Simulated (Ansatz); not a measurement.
## KF, response to strain

Take KF in the rock salt structure (space group Fm-3m, No. 225) as the base.

```
CELL_PARAMETERS angstrom
      0.00000     2.65339     2.65339
      2.65339     0.00000     2.65339
      2.65339     2.65339     0.00000
ATOMIC_POSITIONS crystal
  K  0.00000 0.00000 0.00000
  F  0.50000 0.50000 0.50000
```

Cartesian axes are those of the cell as printed.

Strains are applied to the cell and any free atomic positions relax; under biaxial strain the out-of-plane vector relaxes too.

All numbers come from PBEsol (Ansatz, a quantum-chemistry and plane-wave program; PAW; 420 eV plane waves; without spin-orbit coupling).

Candidates:
(a) biaxial strain −2.08 %, plane normal [111], relaxed out of plane
(b) biaxial strain +1.25 %, plane normal [111], relaxed out of plane
(c) biaxial strain +2.08 %, plane normal [111], relaxed out of plane
(d) biaxial strain −1.67 %, plane normal [111], relaxed out of plane
(e) biaxial strain +0.42 %, plane normal [111], relaxed out of plane

Order them by out-of-plane strain, highest first.

(a) biaxial strain −2.08 %, plane normal [111], relaxed out of plane (+1.90 %), (d) biaxial strain −1.67 %, plane normal [111], relaxed out of plane (+1.52 %), (e) biaxial strain +0.42 %, plane normal [111], relaxed out of plane (-0.41 %), (b) biaxial strain +1.25 %, plane normal [111], relaxed out of plane (-1.19 %), (c) biaxial strain +2.08 %, plane normal [111], relaxed out of plane (-1.99 %)

Stability against distortions was not tested.
